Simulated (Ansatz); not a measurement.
## Ansatz run on Sb (R-3m, 2 atoms in the cell): self-consistent single point

Computed with PBEsol, default PAW files made with PBE (plane waves; Ansatz, a first-principles code).

The input file:

Ansatz 0.2 input:
```yaml
crystal:
  lattice:
    - [3.977128, -2.165775, 0.000000]
    - [3.977128, 2.165775, 0.000000]
    - [2.797739, 0.000000, 3.561009]
  atoms:
    - { symbol: Sb, position_ang: [2.558050, 0.000000, 0.847214] }
    - { symbol: Sb, position_ang: [8.241404, 0.000000, 2.729513] }
basis:
  ecutwfc: 420.0 eV
kpoints:
  mp_grid:
    grid: [9, 9, 9]
hamiltonian:
  xc: pbesol
  pseudopotentials:
    kind: paw
scf:
  occupations:
    method: fermi_dirac
    width: 0.1 eV
output:
  forces: true
  eigenvalues: true
  stress: true
```

Output, abridged:

```
WARN ansatz: RAYON_NUM_THREADS=1 ignored (pool sized by the plan → 1); use --threads N
Pseudopotentials: kind: paw
Pseudopotential: Sb, paw, valence charge 15
Crystal: 2 atoms, lattice volume = 61.346 Å³
Basis set: ecut = 420 eV, 1219 PW (Γ), exchange–correlation on 64×64×64 points (8 copies of the dense FFT grid, shifted against one another)
Bands: 19, of which v1, the nominal top of the filled ones, is band 15 counted from 1 (14 counted from 0)
Symmetry: 12 space group operations
Space group: R-3m (ITA 166), of the structure as read, at distance tolerance 3.9e-5 Å
k-points: 85 of 729
PAW frozen core: Sb, regenerated for the run's functional, and the local potential with it
Initial density: superposition of atomic densities (neutral atoms: chi_scale 0, normalization atom), corrected by the library's trained network
Initial wavefunctions: pseudopotential atomic-orbital guess
Eigensolver: davidson
Functional: x = pbesol(κ = 0.804, μ = 0.12345679012345678), c = pbesol(β = 0.046)
SCF iter   1: F=—  HF=-12816.174106 eV  |F-HF|=—  |Δ(HF+E_count)|=         —  Δρ=2.66e-3  dr2=2.85e-3  ethr=1.77e-3  ⟨swp⟩=6.0  Hψ=8122  notcnv=0
all-band conjugate gradients solve this SCF's bands
preconditioner: auto → Kerker (q_TF=auto, 2.422 Å⁻¹)
SCF iter   2: F=—  HF=-12816.171511 eV  |F-HF|=—  |Δ(HF+E_count)|=   2.60e-3  Δρ=1.50e-3  dr2=9.03e-4  ethr=9.50e-6  ⟨swp⟩=2.5  Hψ=3225  notcnv=0
SCF iter   3: F=—  HF=-12816.171295 eV  |F-HF|=—  |Δ(HF+E_count)|=   2.15e-4  Δρ=3.00e-4  dr2=4.41e-5  ethr=3.01e-6  ⟨swp⟩=2.0  Hψ=2891  notcnv=0
SCF iter   4: F=—  HF=-12816.171282 eV  |F-HF|=—  |Δ(HF+E_count)|=   1.32e-5  Δρ=1.31e-4  dr2=1.38e-5  ethr=1.47e-7  ⟨swp⟩=2.0  Hψ=2903  notcnv=0
SCF iter   5: F=—  HF=-12816.171281 eV  |F-HF|=—  |Δ(HF+E_count)|=   8.90e-7  Δρ=6.30e-5  dr2=3.27e-6  ethr=4.59e-8  ⟨swp⟩=2.0  Hψ=2160  notcnv=0
SCF iter   6: F=—  HF=-12816.171281 eV  |F-HF|=—  |Δ(HF+E_count)|=   1.47e-7  Δρ=2.38e-5  dr2=4.35e-7  ethr=1.09e-8  ⟨swp⟩=2.0  Hψ=2042  notcnv=0
SCF iter   7: F=-12816.171281 eV  HF=-12816.171281 eV  |F-HF|=1.88e-8  |Δ(HF+E_count)|=   8.98e-8  Δρ=6.33e-6  dr2=2.50e-8  ethr=3.33e-10  ⟨swp⟩=6.0  Hψ=7945  notcnv=0
SCF 1 converged in 7 iterations: F = -12816.171281 eV  dr2 = 2.50e-8
SCF converged after 7 iterations
Free energy (F): -12816.171281 eV
Harris-Foulkes:  -12816.171281 eV  (|F-HF|=1.88e-8)
Internal energy: -12816.159294 eV  (E = F + TS)
E sigma→0 (E₀):  -12816.165288 eV
Entropy (-TS):   -0.011987 eV (-5.993 meV/atom)
Fermi energy:    9.618602 eV
--- Per-component energies (eV) ---
  E_band       = -347.626841
  E_kinetic    = 414.102470
  E_local      = -3212.542053  (includes V_loc(G=0)·N_el)
  E_nonlocal   = 727.880360
  E_hartree    = 1451.637475
  E_xc         = -274.724343
  E_vxc        = -192.898229  (∫ρ·V_xc dr)
  E_paw        = -8998.915152  (= ΣΔE_a)
  E_vpaw       = -987.453499  (= ΣTr[D̂ρ^β])
  E_aug_tail   = -0.000004  (compensation charges beyond the density's cutoff)
  E_ewald      = -2924.261763
  E_core_change = 0.663714  (= ΣΔE_core)
  E_smearing   = -0.011987  (= −TS)
  E_closure    = -0.000000  (closes the sum)
  Σ components = -12816.171281   (vs F -12816.171281, Δ=0.00e0)
--- Forces (eV/Å), atoms counted from 1 ---
  atom   1  Sb    -0.14413801    -0.00000000    -0.04773781
  atom   2  Sb     0.14413801     0.00000000     0.04773781
  max |Σ_I F_I| component: 2.78e-17 eV/Å
--- Stress (GPa, compression-positive) ---
       -1.734138       0.000000      -0.147020
        0.000000      -1.290229      -0.000000
       -0.147020      -0.000000      -1.338922
  P = ⅓ Tr σ = -1.4544 GPa (-14.544 kbar)
  The stress holds the Pulay correction. Without it, at fixed plane waves, as pw.x and ABINIT print it: P = -1.4886 GPa
--- Band table (eV; the first three rows and the last of 85) ---
  k-point 0: bands = ["-19.6462", "-19.6462", "-19.5634", "-19.5634", "-19.5470", "-19.4618", "-19.4618", "-19.4566", "-19.3864", "-19.3864", "-2.8827", "4.7399", "7.6057", "7.9855", "7.9855", "11.9502", "12.4040", "12.4040", "14.7453"]
  k-point 1: bands = ["-19.6410", "-19.6394", "-19.5611", "-19.5598", "-19.5440", "-19.4647", "-19.4639", "-19.4594", "-19.3934", "-19.3918", "-2.7484", "4.1980", "7.6643", "7.9631", "8.1640", "11.8065", "12.0068", "12.0388", "14.3039"]
  k-point 2: bands = ["-19.6268", "-19.6200", "-19.5552", "-19.5496", "-19.5354", "-19.4730", "-19.4719", "-19.4657", "-19.4127", "-19.4066", "-2.3484", "3.0173", "7.7143", "7.9267", "8.5236", "11.1597", "11.1872", "11.2567", "14.4443"]
  k-point 84: bands = ["-19.5944", "-19.5943", "-19.5441", "-19.5423", "-19.5254", "-19.4780", "-19.4775", "-19.4758", "-19.4421", "-19.4417", "-1.1771", "0.6841", "7.0247", "8.0653", "8.9141", "10.3432", "10.5884", "12.0308", "16.1578"]
```

The run converged in 7 iterations.

The starting cell has typed, rounded lattice constants, without a prior relaxation at this level. Its lattice was rescaled by up to half a per cent. One atom was moved a little off its site on purpose. Spin-orbit coupling is off. Ansatz's pressure includes its estimate of the finite-basis (Pulay) stress.
